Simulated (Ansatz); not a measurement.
The starting structures come from a database of crystals and need not be the phases stable at ambient conditions.

 Where the default PAW files enter, the runs use the earlier of Ansatz's two default sets.

Tunnelling through a barrier is set by its complex band structure: the current falls as exp(−2κd) with the smallest κ.

Data:

```xyz
10
Lattice="5.4579 0.0000 0.0000 2.7290 4.7267 0.0000 2.7290 1.5756 4.8363" Properties=species:S:1:pos:R:3 pbc="T T T"
Zn     2.7290     1.5756     0.7148
Zn     8.1869     4.7267     3.1329
Sn     2.7290     1.5756     4.8096
Sn     5.4579     3.1511     2.3915
O      4.6783     1.4586     1.3896
O      4.3819     4.6725     1.3896
O      7.3135     3.3223     1.3896
O      6.2375     4.6097     3.8077
O      3.8050     3.0970     3.8077
O      6.3313     1.7467     3.8077
```

Space group of this cell: R3c. The cell is strained (all lengths scaled by 1.02); by PBEsol its mean pressure is -15.1 GPa.

Transport runs along the normal of the first two printed cell vectors, the (001) plane of the conventional cell.

The gap is the functional's own. No spin-orbit coupling. Mid-gap values are interpolated on the energy grid.

Problem. Give the band gap and the smallest decay constant κ at mid-gap that PBEsol (Ansatz, an electronic-structure program) yields.

Solution. Gap 0.61 eV on a 8×8×8 mesh; κ = 0.085 1/Å, at the zone centre.
